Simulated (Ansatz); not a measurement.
The parent structure is ZnGeAs₂ in the chalcopyrite structure (space group I-42d, No. 122; a = 5.6549 Å, c = 11.1873 Å). Axes: x, y, z lie along a, b, c of the conventional cell.

Method: PBEsol/PAW in Ansatz (a program for electronic structure), spin-orbit coupling left out.

Before the change:

```
Property                              Result
---------------------  ---------------------
Band gap                             0.16 eV
Valence-band top at Γ  0.00, -0.08, -0.08 eV
```

It is then changed as follows: uniaxial strain ε_zz = −3.00 %, all other strain components held at zero, atoms relaxed at fixed cell.

What happens to the energy relative to the base?

The energy increases by 6.7 meV/atom.

Predict the new band gap.

The band gap increases by 0.10 eV (0.16 eV → 0.26 eV).

How does this affect the valence-band top at Γ?

The valence-band top at Γ (three highest levels, from the VBM) goes from 0.00, -0.08, -0.08 eV to 0.00, -0.24, -0.24 eV.

Predict the new stress.

The stress (xx, yy, zz, yz, xz, xy; compression positive) amounts to (1.70, 1.70, 3.26, 0.00, 0.00, 0.00) GPa.

No phonon test of stability was made. A zero or small gap of ZnGeAs2 can be the functional's error rather than a property of the material.
